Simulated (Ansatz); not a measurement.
Reference: WRu3 (P6_3/mmc), PBEsol, DFPT electron-phonon coupling, linearised Boltzmann equation (plane waves, PAW, scalar-relativistic; Ansatz, a first-principles code); geometry: relaxed with this functional, without spin-orbit coupling.

Ru3W is taken in the hexagonal space group P6₃/mmc (No. 194), Pearson symbol hP8. Conventional cell: a = b = 5.442 Å, c = 4.326 Å, α = β = 90.00°, γ = 120.00°. Ru on 6h is surrounded by 8 Ru at 2.672–2.726 Å and 4 W at 2.675–2.721 Å (anticuboctahedral). W on 2d is coordinated by 12 Ru at 2.675–2.721 Å (anticuboctahedral). (Neighbours: up to the widest gap in distance over summed covalent radii, below 1.35, at either atom.)

The resistivity at 300 K is 25 μΩ·cm and the mean free path at 300 K comes out as 3.9 nm. The electron-phonon coupling λ comes out as 0.71. The logarithmic mean phonon energy is 18.9 meV.

### Question
Replace W by Mo on the same sites and relax. What happens?

### Answer
MoRu₃ (P6_3/mmc): volume per atom 13.9 to 13.8 Å³; resistivity at 300 K falls (25 μΩ·cm to 21 μΩ·cm); mean free path at 300 K stays about the same (3.9 nm to 4.4 nm); electron-phonon coupling λ stays about the same (0.71 to 0.65); logarithmic mean phonon energy stays about the same (18.9 meV to 21 meV).

Moves up to 15 % count as about the same. Metals; harmonic phonons alone scatter; means over directions. The mean free path is weighted by the current that each state carries. Halving the electron mesh moves these values by up to 10 %; q meshes are mostly untested. Spin-orbit coupling is left out.

Computed structure with no diffraction record at hand here (it may be known, metastable or hypothetical): MoRu3 (P6_3/mmc), WRu3 (P6_3/mmc). The missing spin-orbit coupling matters most for WRu3 (P6_3/mmc).
